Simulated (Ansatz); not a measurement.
Cell and atoms of amorphous Si60O30:

```xyz
90
Lattice="11.8865 -0.1279 0.4340 -0.1279 11.8165 -0.2159 0.4340 -0.2159 11.6451" Properties=species:S:1:pos:R:3 pbc="T T T"
Si     0.2201     6.6013     4.3918
Si    11.8632     2.8955     4.2421
Si    11.7792     8.8263     4.9237
Si    10.2075     3.9844     2.8741
Si     0.7181     2.0118     1.2490
Si    10.8544     5.2946     8.4581
Si     2.0669     3.3425     2.7991
Si     4.6238     8.9981     7.5570
Si    11.5636     3.5503     9.9318
Si     2.3750    -0.0311     3.5247
Si     3.3093    11.4248     1.1950
Si     2.8909     8.7215     0.2269
Si     8.1912     3.0408     2.0682
Si     6.0943     4.9556     7.0574
Si     6.7946     0.2421     9.3456
Si    11.9941     0.5610     3.7750
Si     1.5201     7.0256    11.5200
Si     2.8995    10.8295     7.0407
Si     4.9220     4.4603    11.1721
Si     9.1842     3.1235    10.1179
Si     6.9193     9.0014     6.3471
Si     7.6521     2.4242     7.5676
Si     5.8846     1.5276     3.4240
Si     8.7935     0.8399    10.4469
Si     9.8979     5.5372     4.6333
Si     8.7399     8.7404     7.9433
Si     8.3405     4.7740     0.3577
Si     5.2778     1.2349    11.5308
Si    11.0231     3.3502     0.7050
Si     6.0265     9.0895     2.8141
Si    10.0156    10.9316     0.7131
Si     2.4308     1.3498     6.4663
Si     7.7157    11.0501     0.0925
Si     5.6550     8.2557     9.5657
Si     3.4922     1.9388     4.2508
Si     8.9838     6.6871     9.1883
Si     9.5003     1.3985     0.9557
Si    11.7842    10.8611     8.0027
Si     9.7293    -0.1628     8.4955
Si     9.4204     1.3053     6.5402
Si     5.8083     0.0414     1.5300
Si     7.9897    -0.0712     5.2344
Si    10.1787    10.7893     3.0438
Si     7.7119     6.8232     1.6324
Si     9.7528     6.7674     0.4160
Si    10.3027     3.4916     5.8685
Si     7.4086     9.8508     9.6368
Si     1.8632     5.7068     2.6551
Si     3.9355     7.9218     3.2000
Si     6.6989     6.0488     9.1794
Si    11.0226     8.8389     7.1508
Si     2.1317     9.9298     4.8938
Si     2.0915     0.7448    10.8624
Si     3.3145     4.6528     8.2955
Si     0.3777     6.9325     6.8686
Si     1.5933    10.6179     9.1087
Si     7.6548     6.5113     4.7167
Si    12.0635     0.5747     6.3431
Si     1.8309     2.7550     8.4520
Si     2.2762     6.7483     8.2784
O      8.7372    11.0176     3.8316
O      4.0041     4.4143     9.7604
O      2.4257     1.9759     9.8181
O      5.3335     0.4329    10.0904
O      1.4454     6.1359     1.0877
O      6.6195     1.2081     8.0211
O     10.6542     3.9833     7.4224
O      4.4601     4.7015     7.0761
O      5.4110     2.8318    11.4006
O      6.3593     5.1548    10.5537
O      9.5663     7.2730    10.6665
O      6.5566     5.8433     5.7370
O      6.7590     3.4876     6.7064
O      8.1627     3.3825     8.8271
O      3.4116     8.6277     1.7819
O      1.7868     6.7588     9.8998
O      3.2814     6.4009     3.1595
O      7.3421     8.1502     4.9234
O      7.3132     6.2055     3.1346
O      4.5428     8.1601    10.8234
O      3.4067     7.8050     7.6598
O      2.5895    10.3436     0.1598
O      3.1891     0.9683     0.2595
O     10.8965     9.4050     3.6380
O      3.2223     8.7360     4.4532
O     11.3365     7.2983     0.4838
O      6.7516     0.8254     4.6313
O      7.0919    10.5832     5.9009
O      6.8281     8.2438     1.6029
O      6.7693     2.8639     2.9425
```

Computed with PBE, scalar-relativistic without spin-orbit coupling (plane waves to 420 eV, PAW; Ansatz, a first-principles code). The usual formal charges leave 180 electrons over, so the level spacing at the Fermi energy parts defect or band states and needn't be the band gap.

A CHGNet melt-quench gave the starting glass, which DFT then relaxed. O atoms were pushed apart under 1.9 Å during the dynamics, to hinder bonds among them. The hot cell started wider than the set density and was brought back towards it in steps. It is the lowest in DFT energy of 2 quenches. It is a model cell: composition and starting density were chosen by hand, and all elements were melted together. No dispersion term was used. Its density started from a set value of 2.20 and ended at 2.20 g/cm³. The simulated quench (nominally 590 K/ps over its main leg) is rapid and tends to freeze in more defects than a deposited or slowly cooled glass has. Values belong to this one cell and scatter from quench to quench. The volume was held where the preparation left it and the shape relaxed, at a PBE pressure of -1.4 GPa (tension). Stress components on the final sampling reach 2.3 GPa. On a 2×2×2 Γ-centred mesh force components of up to 0.20 eV/Å stay, since the relaxation ran on the zone centre alone. Cycles of charging lowered its energy after that relaxation.

Bonds are counted up to Si-Si 2.60 Å, Si-O 1.98 Å, O-O 1.58 Å. Two cations that share two anions don't count as bonded, nor two that share one unless they lie closer than Si-Si 2.38 Å.

Q: Give the coordination numbers, mean bond lengths and angles.

A: 
Mean coordination of Si by anions: 1.02 (28 with 0, 12 with 1, 11 with 2, 9 with 3); 174 close contacts or bonds to cations besides
Mean coordination of O: 2.03 (29 with 2, 1 with 3)
Mean Si-Si bond: 2.423 Å (spread 0.065 Å, 87 counted)
Mean Si-O bond: 1.672 Å (spread 0.037 Å, 61 counted)
Bond angle at Si: mean 108.3°, spread 16.5°
Bond angle at O: mean 141.4°, spread 15.4°

Q: Which atoms depart from the most common coordination of their element?

A: Si16 has 5 (Si43 2.37 Å, Si2 2.38 Å, Si10 2.39 Å, Si5 2.55 Å, Si58 2.57 Å); Si19 has 3 (O62 1.68 Å, O70 1.71 Å, O69 1.72 Å); Si24 has 5 (Si20 2.34 Å, Si15 2.36 Å, Si39 2.39 Å, Si33 2.42 Å, Si37 2.46 Å); Si30 has 2 (O89 1.68 Å, Si49 2.43 Å); Si31 has 3 (Si43 2.34 Å, Si37 2.37 Å, Si33 2.39 Å); Si39 has 3 (Si38 2.34 Å, Si24 2.39 Å, Si40 2.46 Å); Si56 has 3 (Si38 2.32 Å, Si18 2.46 Å, Si53 2.51 Å); Si58 has 3 (Si32 2.41 Å, Si38 2.43 Å, Si16 2.57 Å); O83 has 3 (Si28 1.76 Å, Si11 1.80 Å, Si53 1.85 Å).

Q: What Bader charges do the atoms carry, from a run on the zone centre alone?

A: Means (range): Si +0.82 e (-0.32 to +2.51), O -1.64 e (-1.68 to -1.62).
```csv
atom,charge (e)
Si1,-0.00
Si2,-0.15
Si3,+0.86
Si4,-0.02
Si5,+0.08
Si6,+0.80
Si7,+0.08
Si8,+0.82
Si9,+0.01
Si10,-0.00
Si11,+1.37
Si12,+2.40
Si13,+0.85
Si14,+2.41
Si15,+1.64
Si16,-0.21
Si17,+2.51
Si18,+0.03
Si19,+2.07
Si20,+0.89
Si21,+1.61
Si22,+2.25
Si23,+1.73
Si24,-0.32
Si25,-0.03
Si26,-0.14
Si27,+0.08
Si28,+2.18
Si29,-0.06
Si30,+1.10
Si31,+0.25
Si32,+0.03
Si33,+0.08
Si34,+0.81
Si35,+0.05
Si36,+0.84
Si37,-0.04
Si38,+0.04
Si39,-0.07
Si40,+0.18
Si41,+0.09
Si42,+2.44
Si43,+1.62
Si44,+1.62
Si45,+1.63
Si46,+0.87
Si47,+0.06
Si48,+1.75
Si49,+2.25
Si50,+0.95
Si51,-0.02
Si52,+0.87
Si53,+1.42
Si54,+1.71
Si55,-0.03
Si56,+0.16
Si57,+2.43
Si58,-0.03
Si59,+0.85
Si60,+1.67
O61,-1.66
O62,-1.64
O63,-1.63
O64,-1.65
O65,-1.64
O66,-1.63
O67,-1.65
O68,-1.64
O69,-1.65
O70,-1.63
O71,-1.62
O72,-1.65
O73,-1.63
O74,-1.65
O75,-1.64
O76,-1.65
O77,-1.65
O78,-1.62
O79,-1.64
O80,-1.65
O81,-1.63
O82,-1.65
O83,-1.68
O84,-1.65
O85,-1.65
O86,-1.64
O87,-1.65
O88,-1.65
O89,-1.63
O90,-1.64
```
